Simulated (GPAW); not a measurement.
## Several settings converged on Ag (Fm-3m, 1 atom in the cell)

```
CELL_PARAMETERS angstrom
      0.00000     2.05523     2.05523
      2.05523     0.00000     2.05523
      2.05523     2.05523     0.00000
ATOMIC_POSITIONS crystal
  Ag 0.00000 0.00000 0.00000
```

Base method: PBE, GPAW PAW datasets PBE (gpaw-data 1.0.1) (plane waves; GPAW).

Base settings: mode = pw; ecut = 600 eV; xc = PBE; kpts = 10 10 10; mesh shift (steps) = 0 0 0; occupations.name = fermi-dirac; occupations.width = 0.1 eV; nbands = -9; convergence.forces = 0.001 eV/Å; symmetry.symmorphic = false.

The count of work is k-points × plane waves × bands × iterations; it is no time. Core times come from one kind of shared machine, to one figure; runs under 30 s give none.

**The width of Gaussian smearing**

In this ladder: kpts = 16 16 16; occupations.name = methfessel-paxton; occupations.order = 0.

Narrow widths need finer meshes than wide ones, so the last steps can hold mesh noise.

Only quantities that move along the ladder and can be compared are tabulated; pressure and forces are left out, as mesh noise rules them at narrow widths.

| occupations.width | free energy less the last step's (meV/atom) |
|---|---|
| 1 eV | -65.20 |
| 0.5 eV | -16.12 |
| 0.3 eV | -5.86 |
| 0.2 eV | -2.73 |
| 0.1 eV | -0.73 |
| 0.05 eV | 0.00 |

Widest occupations.width that holds the free energy within 5 meV/atom of the last step, with all finer ones: 0.2 eV; the step before is off by 5.9 meV/atom.

**The mesh under tetrahedron occupations**

In this ladder: occupations.name = improved-tetrahedron-method; occupations.width = default.

Only quantities that move along the ladder and can be compared are tabulated.

```csv
kpts,free energy less the last step's (meV/atom),pressure (GPa),count of work / last,core time / last (rough)
6 6 6,6.08,2.35,0.017,–
7 7 7,-10.39,2.42,0.022,–
9 9 9,-5.22,2.50,0.038,–
11 11 11,-1.74,2.53,0.068,–
13 13 13,-0.72,2.55,0.091,–
17 17 17,0.38,2.57,0.18,–
21 21 21,0.30,2.57,0.31,0.3
26 26 26,-0.16,2.58,0.56,0.6
32 32 32,0.00,2.58,1.0,1
```

Coarsest kpts that holds the free energy within 1 meV/atom of the last step, with all finer ones: 13 13 13, at 0.091 of the last step's count of work; the step before is off by 1.7 meV/atom.

Coarsest kpts that holds the pressure within 0.2 GPa of the last step, with all finer ones: 7 7 7, at 0.022 of the last step's count of work; the step before is off by 0.23 GPa.

On the base run: the starting cell has typed, rounded lattice constants, without a prior relaxation at this level. Its lattice was rescaled by up to half a per cent.

Left out of this page: 2 runs of the series outside the window shown, repeating another row's setting, or not comparable.
